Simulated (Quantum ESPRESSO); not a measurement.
## Sensitivity of a calculation on AlCr4GaC2 (P-6m2, 8 atoms in the cell) to its settings

```
AlCr4GaC2
1.0
    2.85475     0.00000     0.00000
   -1.42738     2.47229     0.00000
    0.00000     0.00000    12.61409
Al Cr Ga C
1 4 1 2
Direct
  0.66667   0.33333   0.00000
  0.66667   0.33333   0.66468
  0.66667   0.33333   0.33532
  0.33333   0.66667   0.83417
  0.33333   0.66667   0.16583
  0.33333   0.66667   0.50000
  0.00000   0.00000   0.74958
  0.00000   0.00000   0.25042
```

Base run A: PBEsol, GBRV 1.5 ultrasoft (PBESOL) pseudopotentials in Quantum ESPRESSO, self-consistent single point.

Its settings: ecutwfc = 50 Ry; ecutrho = 400 Ry; occupations = smearing; smearing = cold; degauss = 0.0147 Ry; K_POINTS = automatic 7 7 2 0 0 0; conv_thr = 1e-11 Ry; mixing_beta = 0.7.

The starting cell comes from a database of computed structures (which also holds hypothetical and non-ambient phases and stackings), without a prior relaxation at this level. Its lattice was rescaled by a random factor within 2.5 % of one. Spin polarisation is off. In the base run, with a pressure of about -8 GPa the cell is away from its equilibrium volume at this level.

ΔF is the free energy per atom less that of run A. 

```csv
run,change,ΔF (meV/atom),pressure (GPa),largest force (eV/Å)
A,base,0.00,-7.76,0.421
B,nbnd: default → 51,0.00,-7.76,0.421
C,ecutwfc: 50 Ry → 30 Ry; ecutrho: 400 Ry → 240 Ry,105.6,-21.63,0.332
D,smearing: cold → mp; degauss: 0.0147 Ry → 0.02205 Ry,1.66,-7.74,0.445
E,degauss: 0.0147 Ry → 0.0073499 Ry,0.20,-7.74,0.414
F,conv_thr: 1e-11 Ry → 1e-09 Ry,0.00,-7.74,0.421
```

Run D against A: The free energy rises by 1.7 meV/atom, the pressure hardly changes (-7.76 to -7.74 GPa) and the largest force goes from 0.421 to 0.445 eV/Å.

Run F against A: The free energy hardly moves (within 1 meV/atom), the pressure moves little (-7.76 to -7.74 GPa) and the largest force stays at 0.421 eV/Å.
